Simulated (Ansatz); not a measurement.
**A computed series for CsPbCl3: response to strain**

Consider CsPbCl3 in the cubic perovskite structure (space group Pm-3m, No. 221; a = 5.6188 Å).

Strains are applied to the cell and any free atomic positions relax.

Calculations: PBEsol (Ansatz, an electronic-structure program, PAW, no spin-orbit coupling), earlier PAW set.

```
isotropic strain (%)  band gap (eV)
--------------------  -------------
-1.23                          1.67
0                              1.84
1.32                              ?
1.77                           2.06
```

Q: Fit E_g = E₀ + Dε (ε in %) to the rows shown and predict the withheld row.

A: Least squares on the printed values gives E₀ = 1.83 eV, D = 130 meV per % of strain (largest residual 0.01 eV); this predicts 2.00 eV, and the run gives 2.01 eV, in agreement.

Spin-orbit coupling, missing from the scalar runs, can matter with Pb. Stability against distortions was not tested. Many cubic perovskites are stable only at high temperature; tilts and polar distortions were not tested. This is not the structure that CsPbCl3 has at room temperature and ambient pressure.
